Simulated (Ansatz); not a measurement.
CdSiP2: pressure series

The parent structure is CdSiP₂ in the chalcopyrite structure (space group I-42d, No. 122).

```yaml
crystal:
  lattice:
    - [-2.82216, 2.82216, 5.25016]
    - [2.82216, -2.82216, 5.25016]
    - [2.82216, 2.82216, -5.25016]
  atoms:
    - { symbol: Cd, position: [0.75000, 0.25000, 0.50000] }
    - { symbol: Cd, position: [0.00000, 0.00000, 0.00000] }
    - { symbol: Si, position: [0.25000, 0.75000, 0.50000] }
    - { symbol: Si, position: [0.50000, 0.50000, 0.00000] }
    - { symbol: P, position: [0.16769, 0.12500, 0.54269] }
    - { symbol: P, position: [0.58231, 0.62500, 0.45731] }
    - { symbol: P, position: [0.37500, 0.83231, 0.95731] }
    - { symbol: P, position: [0.87500, 0.41769, 0.04269] }
```

Cell and atoms are relaxed at each pressure.

Method: PBEsol/PAW in Ansatz (a program for electronic structure), no spin-orbit coupling, earlier PAW set.

Two rows of this table had their results exchanged by mistake.

| pressure | volume per atom (Å³) | shortest distance (Å) | band gap |
|---|---|---|---|
| pressure −2 GPa | 21.45 | 2.272 | 1.30 eV |
| pressure −1 GPa | 20.41 | 2.238 | 1.18 eV |
| pressure 0.9 GPa | 20.69 | 2.248 | 1.21 eV |
| pressure 2.1 GPa | 21.17 | 2.263 | 1.27 eV |
| pressure 4.5 GPa | 19.91 | 2.221 | 1.11 eV |
| pressure 9 GPa | 19.12 | 2.194 | 0.99 eV |
| pressure 15 GPa | 18.28 | 2.163 | 0.81 eV |
| pressure 22.5 GPa | 17.42 | 2.131 | 0.54 eV |
| pressure 30 GPa | 13.71 | 2.297 | zero |

### Question
Which two?

### Answer
The rows for pressure −1 GPa and pressure 2.1 GPa: the volume has to fall steadily with pressure, so 21.17 Å³ belongs to pressure −1 GPa and 20.41 Å³ to pressure 2.1 GPa.

The mesh was chosen for an insulator and is coarse for the gapless case. From pressure 30 GPa on, the axis ratios lie over 15 % from the base's, so the cell there is far from its starting form. Load acts through the strain it causes; cell and atoms are relaxed under it. Stability against distortions was not tested. No other phases were tried under pressure. All final runs are without spin polarisation.
